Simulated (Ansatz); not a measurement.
Take Li₂S in the anti-fluorite structure (space group Fm-3m, No. 225; a = 5.6549 Å) as the base.

Perturbation: a hydrostatic pressure of 5 GPa.

Computed with PBEsol (Ansatz, a first-principles code; PAW; 420 eV plane waves; spin-orbit coupling left out).

Base, band edges from the VBM (valence, conduction): X -1.49, 3.20; W -1.86, 5.36; L -0.53, 6.09; Γ 0.00, 4.21; K -1.21, 4.45; U -1.21, 4.45 eV.

### Question
Give the band edges at the high-symmetry points of the new zone, measured from its valence-band maximum.

### Answer
| point | valence edge (eV) | conduction edge (eV) |
|---|---|---|
| Γ | 0.00 | 4.74 |
| X | -1.71 | 3.11 |
| U | -1.39 | 4.48 |
| K | -1.39 | 4.48 |
| L | -0.61 | 6.49 |
| W | -2.11 | 5.48 |

The gap is 3.11 eV, indirect, Γ → X.

Load acts through the strain it causes; cell and atoms are relaxed under it. Whether these cells are dynamically stable was not tested. No other phases were tried under pressure.
